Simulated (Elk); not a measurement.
Input and output of a self-consistent single point for SrCaI4 (P1, 6 atoms in the cell) (Elk).

Method: LDA (PW92), all-electron FP-LAPW, Elk's shipped species files, default APW+lo basis in Elk 10.2.4.

```yaml
crystal:
  lattice:
    - [7.28074, 0.00000, 0.00000]
    - [0.00000, 4.66211, 0.00000]
    - [-0.03196, 0.00000, 8.10929]
  atoms:
    - { symbol: Sr, position: [0.00132, 0.00308, 0.99831] }
    - { symbol: Ca, position: [0.00124, 0.50009, 0.49820] }
    - { symbol: I, position: [0.23815, 0.99865, 0.34718] }
    - { symbol: I, position: [0.76100, 0.00304, 0.65275] }
    - { symbol: I, position: [0.24960, 0.50046, 0.82449] }
    - { symbol: I, position: [0.74868, 0.49467, 0.17907] }
```

Reference input (self-consistent single point, DFT, PBEsol, all-electron FP-LAPW, Elk's shipped species files, default APW+lo basis): xctype = 22; rgkmax = 7; stype = 0; swidth = 0.0001 Ha; ngridk = 2 3 2. This run's input differs from it in these lines:

```diff
@@ -4,3 +4,3 @@
 xctype
-  22
+  3
```

The program printed (abridged):

```
│ Self-consistent loop started │
│ Loop number : 1 │
 total energy                :     -32333.4984812
│ Loop number : 2 │
 total energy                :     -32333.2294859
RMS change in Kohn-Sham potential (target) :   0.7311670098E-01 (  0.1000000000E-05)
Absolute change in total energy (target)   :   0.2689952662     (  0.1000000000E-03)
│ Loop number : 3 │
 total energy                :     -32325.0826805
RMS change in Kohn-Sham potential (target) :   0.4834530449E-01 (  0.1000000000E-05)
Absolute change in total energy (target)   :    8.214054251     (  0.1000000000E-03)
│ Loop number : 4 │
   [... lines left out ...]
Absolute change in total energy (target)   :   0.9222064666E-02 (  0.1000000000E-03)
│ Loop number : 12 │
 total energy                :     -32308.4691725
RMS change in Kohn-Sham potential (target) :   0.1409743594E-05 (  0.1000000000E-05)
Absolute change in total energy (target)   :   0.4910933858E-03 (  0.1000000000E-03)
│ Loop number : 13 │
 total energy                :     -32308.4693056
RMS change in Kohn-Sham potential (target) :   0.5060257070E-06 (  0.1000000000E-05)
Absolute change in total energy (target)   :   0.1030886051E-04 (  0.1000000000E-03)
Convergence targets achieved

│ Loop number : 14 │

Energies :
 Fermi                       :     0.224697986756E-01
 total energy                :     -32308.4693918

Density of states at Fermi energy :   0.8848086981E-05
 (states/Hartree/unit cell)

Estimated indirect band gap :   0.1329747032
 from k-point      1 to k-point      1
Estimated direct band gap   :   0.1329747032
 at k-point      1

Charges :
 core                        :    182.0000000
 valence                     :    88.00000000
 interstitial                :    11.99485089
 muffin-tins (core leakage)
  species :    1 (Sr)
   atom    1                 :    35.95959936     (  0.2881820912E-04)
  species :    2 (Ca)
   atom    1                 :    18.15569600     (  0.1964364671E-07)
  species :    3 (I)
   atom    1                 :    50.97534531     (  0.2050556011E-03)
   atom    2                 :    50.97215560     (  0.2049884878E-03)
   atom    3                 :    50.97328400     (  0.2049993770E-03)
   atom    4                 :    50.96906885     (  0.2049127890E-03)
 total in muffin-tins        :    258.0051491
 total calculated charge     :    269.9942349
 total charge                :    270.0000000
 error                       :   0.5765106078E-02

│ Self-consistent loop stopped │
```

The run converged in 14 iterations. The count includes the last loop, which Elk runs after its targets are met. Against the reference run the gap on the mesh goes from 3.721 to 3.618 eV.

The starting cell comes from a database of computed structures (which also holds hypothetical and non-ambient phases and stackings), without a prior relaxation at this level. Its atoms were displaced at random from the sites of space group no. 10. Spin-orbit coupling is off. Values depend on the basis (sphere radii, cutoffs, local orbitals), which need not be converged.

Cost on one core of a shared machine: roughly 60 s.
